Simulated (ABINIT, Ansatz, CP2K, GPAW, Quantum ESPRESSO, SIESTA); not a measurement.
**HfBe₂ (P6/mmm, 3 atoms in the cell) computed with different codes at matched settings**

Self-consistent single point.

```
CELL_PARAMETERS angstrom
      3.77950     0.00000     0.00000
     -1.88975     3.27314     0.00000
      0.00000     0.00000     3.16996
ATOMIC_POSITIONS crystal
  Hf 0.00000 0.00000 0.00000
  Be 0.33333 0.66667 0.50000
  Be 0.66667 0.33333 0.50000
```

All programs got the same cell, k-point mesh and kind of occupations (in Ansatz's words: kpoints.mp_grid.grid = 10 10 10; scf.occupations.method = gaussian; scf.occupations.width = 0.05 eV); potentials, basis and cutoffs are each program's usual ones.

```
code                                                                                                                                 model  pressure (GPa)  k-points       cutoff
----------------  ------------------------------------------------------------------------------------------------------------------------  --------------  --------  -----------
Quantum ESPRESSO                                                                       LDA (PZ), GBRV 1.5 ultrasoft (LDA) pseudopotentials           -6.41        84        40 Ry
GPAW                                                                         LDA (Perdew-Wang 92), GPAW PAW datasets LDA (gpaw-data 1.0.1)           -5.49        84       800 eV
Ansatz                                                                                                 LDA (PW92), PAW files made with PBE           -6.18        84      default
CP2K                                                  LDA (Pade form), GPW, DZVP-MOLOPT-SR-GTH basis, GTH-PADE potentials (GTH_POTENTIALS)           -8.87       504  grid 600 Ry
SIESTA            LDA PW92, numerical atomic orbitals DZP, PseudoDojo LDA standard norm-conserving potentials (rewritten from UPF to PSML)           -9.05       560  grid 400 Ry
ABINIT                                                     LDA (PW92), norm-conserving pseudopotentials (PseudoDojo nc-sr-04 LDA standard)           -6.61        84        44 Ha
```

The spread over the programs that give each value: pressure within 3.56 GPa.

The starting cell comes from a database of computed structures (which also holds hypothetical and non-ambient phases and stackings), without a prior relaxation at this level. On Ansatz's run: Spin-orbit coupling is off. In the base run, with a pressure of about -6 GPa the cell is away from its equilibrium volume at this level.

Task: Why do the programs differ, and what cannot be compared?

Result: Differences of this kind can come from the potentials, where these differ, and from what each basis and cutoff leave unconverged. The valence holds different numbers of electrons (Quantum ESPRESSO 20, GPAW 16, Ansatz (a program for electronic structure) 30, CP2K 20, SIESTA 20, ABINIT 20). The zero of total energies and Fermi levels follows the potentials and each program's conventions, so they are not compared here. CP2K and SIESTA use small atom-centred bases, whose incompleteness enters pressures, forces and empty levels differently from a plane-wave cutoff. Ansatz's pressure is given at a fixed set of plane waves, as the other plane-wave codes print theirs. The same LDA comes in different parametrisations, which differ slightly. The programs reduce the same mesh by symmetry to different extents, which changes the work and not the result. In the pressure, CP2K (by 2.58) and SIESTA (by 2.76) lie more than 1 GPa from the median of the plane-wave programs.

Left out of this page: Elk and FLEUR (not drawn, or without a comparable value).

Keys are those of Ansatz 0.2.
